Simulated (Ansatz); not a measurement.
Defect migration in ordered Si6Ge2 alloy: interstitial H, charge state +1. The step: a concerted move, in which H travels most; the atom moves 1.90 Å along (0.49, 0.00, 0.00) of the unit cell; the moving atom starts with neighbours Ge at 1.69; Si at 1.57 Å and ends with Ge at 1.69; Si at 1.57 Å. DFT values are from Ansatz (plane-wave PAW, 420 eV unless said) in a cell of 72 host sites, spin-restricted, static, with no finite-size correction. The host is a small ordered model of a random alloy. The charge state is imposed; whether it is stable for some Fermi level was not computed. Sites that were not tried may lie lower. For the PBE band: the saddle point's order was not checked, and it lies on a symmetry element of the cell, where a band can be held.

```json
[
 {"Level": "CHGNet universal potential (has no charge state), its own band", "Forward barrier (eV)": "0.36", "Cost of the band or of the saddle's single point": "-"},
 {"Level": "PBE, a 2×2×2 k-point mesh shifted by half a step, band relaxed", "Forward barrier (eV)": "0.37", "Cost of the band or of the saddle's single point": "very roughly 90 core-minutes"},
 {"Level": "r2SCAN at 500 eV, a 2×2×2 k-point mesh shifted by half a step, same geometries", "Forward barrier (eV)": "[?]", "Cost of the band or of the saddle's single point": "around 10 core-minutes (rough)"}
]
```

Problem. Some entries are withheld; supply them.

Solution. 
- r2SCAN at 500 eV, a 2×2×2 k-point mesh shifted by half a step, same geometries, Forward barrier (eV): 0.46

Ansatz is a quantum-chemistry and plane-wave program.
